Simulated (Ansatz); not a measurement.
Ansatz (a quantum-chemistry and plane-wave program), DFT, PBE, plane waves, its default PAW files: MoS2 sheet, 5x5, atoms displaced (Mo25S50), 75 atoms. Basis and mesh were picked for this test and aren't claimed converged.

* **cell**: 15.80, 15.80, 17.13 Å; 90, 90, 120°
* **distance to the nearest atom**: 2.29 to 2.43 Å
* **task**: single point
* **k mesh**: 2×2×1
* **hamiltonian.xc**: pbe
* **kind of files**: paw
* **scf.occupations.method**: fixed
* **output.forces**: true
* **memory maximum (--max-ram)**: 200GiB
* **accuracy**: medium (default)
* **basis.precision**: auto (default)
* **basis.xc_grid**: 2 (default)
* **scf.mixing.algorithm**: auto (default)
* **scf.mixing.preconditioner**: auto (default)
* **scf.convergence.dr2_threshold**: 1e-07 (default)
* **scf.lower_state_search**: light (default)
* **k-points after symmetry**: 4
* **bands at the start**: 400
* **electrons**: 650
* **plane waves at Γ**: 72411
* **cutoff (eV)**: 420
* **FFT grid**: 108×108×120
* **symmetry operations**: 1

Machine: one whole node, Arm Neoverse V2, 96 cores on 1 socket, no SMT, 1 L3 cache group.

Wall times, medians of two to five repeats, each run alone on the node (launch to exit). Processes are pinned to neighbouring cores unless said otherwise. Build: release build for Arm (Neoverse V2), one process with threads. Other compilers and libraries give other times. Scratch files lie in a memory file system.

All on 88 threads. Base settings, kept where nothing else is said: scf.eigensolver.kind = auto (default), scf.eigensolver.cushion = auto (default) (scf.eigensolver.max_subspace_factor not set). The candidates, on 88 cores each, agree within 1.0 meV/atom in energy, 10 meV/Å in forces (largest component):
A. scf.eigensolver.kind = davidson, scf.eigensolver.cushion = false
B. the base settings
C. scf.eigensolver.kind = davidson
D. scf.eigensolver.kind = davidson, scf.eigensolver.max_subspace_factor = 6
E. scf.eigensolver.kind = davidson, scf.eigensolver.max_subspace_factor = 2

Task: Which of these settings finishes first?

Result: B (the base settings), 11 s. At the other end E takes 2.7× as long.

| candidate | wall time | repeats | applications of H to a band |
|---|---|---|---|
| B | 11 s | 3 runs within 1 % | 38199 |
| A | 26 s | 2 runs within 1 % | 61923 |
| D | 27 s | 2 runs within 2 % | 54164 |
| C | 27 s | 2 runs within 1 % | 56351 |
| E | 29 s | 2 runs within 1 % | 64296 |

From the slowest to the fastest: The largest move is in band solves (diag): 26 s to 7.9 s. The band solves carry the change: the iterations make 61190 against 37959 applications of H to a band, at 0.42 against 0.21 ms of diag time each. What the program resolved moves too: band solver from davidson to band_cg. In the fastest run the program took: scf.mixing.algorithm MSR1, scf.mixing.preconditioner Resta, scf.eigensolver.kind band_cg, --slots 4, --kpoint-pools 1.

Keys are those of Ansatz 0.2.
